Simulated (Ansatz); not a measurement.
Given:

Host crystal: ceria, with a band gap (PBE, scalar-relativistic without spin-orbit coupling).

End structure of OH on the 1x1 (111) surface of ceria (cut with top plane O), one in a 2x2 cell, started at the site 'over O at depth 1.6 Å':

```xyz
38
Lattice="7.7280 0.0000 0.0000 -3.8640 6.6926 0.0000 0.0000 0.0000 27.0000" Properties=species:S:1:pos:R:3 pbc="T T T"
O      0.0000     0.0000     9.6030
O     -1.9320     3.3463     9.6030
O      3.8640     0.0000     9.6030
O      1.9320     3.3463     9.6030
Ce     0.0000     2.2309    10.3698
Ce    -1.9320     5.5772    10.3698
Ce     3.8640     2.2309    10.3698
Ce     1.9320     5.5772    10.3698
O      1.9320     1.1154    11.1624
O      0.0000     4.4617    11.1624
O      5.7960     1.1154    11.1624
O      3.8640     4.4617    11.1624
O      0.0000     2.2309    12.6985
O     -1.9320     5.5772    12.6985
O      3.8640     2.2309    12.6985
O      1.9320     5.5772    12.6985
Ce     1.9396     1.1141    13.5082
Ce     0.0019     4.4695    13.4867
Ce     5.7883     1.1137    13.5052
Ce     3.8607     4.4549    13.4982
O      0.0036     0.0042    14.3225
O     -1.9201     3.3481    14.2933
O      3.8629     0.0005    14.2797
O      1.9169     3.3386    14.2930
O      1.9603     1.1269    15.8749
O      0.0146     4.4741    15.8436
O      5.7736     1.1180    15.8582
O      3.8400     4.4313    15.8091
Ce     0.0004    -0.0130    16.6229
Ce    -1.8889     3.3727    16.6103
Ce     3.8704    -0.0131    16.6935
Ce     1.8962     3.3628    16.6288
O     -0.0076     2.2524    17.3851
O     -1.9752     5.5225    17.3381
O      3.8892     2.3717    17.4670
O      1.9565     5.5636    17.3887
O      3.5637     0.7589    18.9185
H      4.2935     1.1314    19.4451
```

Slab: 38 atoms, 7.8 Å thick at the start under the adsorbate (thin: gaps and levels are the slab's own); k 3x3x1, smearing 0.01 eV, dipole-corrected; single point; no symmetry held, on the structure that PBE left; spin-polarised, ending with about 1.0 μB a cell; orders that need a larger cell were not tried, no spin-orbit, no U, no dispersion correction. The program's check for a lower electronic state was not made. It is one chosen start, not shown to be the lowest state of the adsorbate.

A negative adsorption energy means that the adsorbate is more stable on the surface than in its reference.

Problem. Give the change of the step from the bottom to the top vacuum level, against the clean slab at the level HSE06, at the PBE geometry and the start's symmetry run with Ansatz (a first-principles code).

Solution. 0.037 eV

Problem. Estimate the adsorption energy against H2O(g) − ½ H2(g) at the same level that HSE06, at the PBE geometry and the start's symmetry returns for this input.

Solution. 2.23 eV

Problem. Give the highest filled level below the top vacuum level at the level HSE06, at the PBE geometry and the start's symmetry.

Solution. 7.30 eV

Problem. Predict the gap of the slab on its k-mesh from HSE06, at the PBE geometry and the start's symmetry.

Solution. 2.92 eV
